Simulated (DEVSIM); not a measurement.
Device: GaP/Si p-n heterojunction, at 400 K.

```tsv
layer (left to right)	material	thickness (μm)	Nd (cm⁻³)	Na (cm⁻³)	τn (s)	τp (s)
1	GaP	0.0640	-	7.9e17	5.2e-7	5.2e-7
2	Si	0.490	7.3e15	-	5.2e-7	5.2e-7
```

Left contact: ohmic. Right contact: ohmic. Voltage is applied to the left contact. Recombination: SRH at mid-gap. Mobility is μmin + (μ − μmin)/(1 + (N/Nref)^α).

The device is made up for the run: typed textbook-type constants, with dimensions and the other settings drawn at random. Values at 300 K; Nc and Nv go as T^1.5, mobilities as T to minus their exponent, the gap by Varshni's rule with the affinity fixed. The table also holds parameters that only a changed run uses.

| parameter | GaP | Si |
|---|---|---|
| gap (eV) | 2.26 | 1.124 |
| affinity (eV) | 3.8 | 4.05 |
| permittivity | 11.1 | 11.7 |
| Nc (cm⁻³) | 1.8e19 | 2.86e19 |
| Nv (cm⁻³) | 1.9e19 | 3.1e19 |
| μn (cm²/Vs) | 250 | 1417 |
| μp (cm²/Vs) | 150 | 470 |
| μn,min | 10 | 52 |
| μp,min | 10 | 45 |
| Nref,n | 4.4e18 | 9.7e16 |
| Nref,p | 1e18 | 2.2e17 |
| αn | 0.8 | 0.68 |
| αp | 0.85 | 0.72 |
| T exponent of μn | 1.6 | 2.3 |
| T exponent of μp | 1.98 | 2.2 |
| Cn (cm⁶/s) | 1e-30 | 2.8e-31 |
| Cp (cm⁶/s) | 1e-30 | 9.9e-32 |
| Varshni α (eV/K) | 0.00058 | 0.000473 |
| Varshni β (K) | 372 | 636 |

Simulated with DEVSIM: 1D drift-diffusion, Boltzmann statistics, complete ionisation; no tunnelling, impact ionisation, image-force lowering or self-heating. Band offsets follow the typed affinities; no thermionic-emission limit at abrupt steps, no polarisation charge.

Base results: dark forward voltage at 1 A/cm² (V) 0.587; potential step across the device at zero bias (V) 1.543; dark forward voltage at 100 A/cm² (V) 0.947.

Problem. What follows from this one change: thickness of layer 2 0.49 → 0.83 μm?

Solution. dark forward voltage at 1 A/cm² 0.587 → 0.616 V; potential step across the device at zero bias little changed (1.543 V); dark forward voltage at 100 A/cm² 0.947 → 0.974 V.

Problem. What follows from this one change: constant mobility in place of the doping-dependent one?

Solution. dark forward voltage at 1 A/cm² 0.587 → 0.565 V; potential step across the device at zero bias little changed (1.543 V); dark forward voltage at 100 A/cm² 0.947 → 0.923 V.
